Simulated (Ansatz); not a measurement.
Structures of equal composition on the (111) surface of fcc Ag: a layer of W in place of the second plane; a layer of W in place of the third plane. The slabs share one bottom face, and each structure is named by its start. These are constructed structures in small cells; real faces may alloy, dewet or reconstruct in larger ones, and not all known structures of the face are among them. Slabs of about 12 Å, Fermi-Dirac smearing of 0.1 eV. Bottom of the slabs: a bare face, its two planes held. Relaxed from the named starts with such symmetry as they have, on meshes of like density; energies extrapolated to zero smearing; spin only where a row says so; no spin-orbit coupling, no U. Brackets mark spin-polarised runs, whose order is one that fits the cell.

Method: PBE (plane waves to 420 eV, PAW; Ansatz, a program for electronic structure).

Q: Order them by energy per 1x1 cell (lowest first) at the level PBE.

A: a layer of W in place of the third plane (0.000 eV), a layer of W in place of the second plane (0.196 eV)
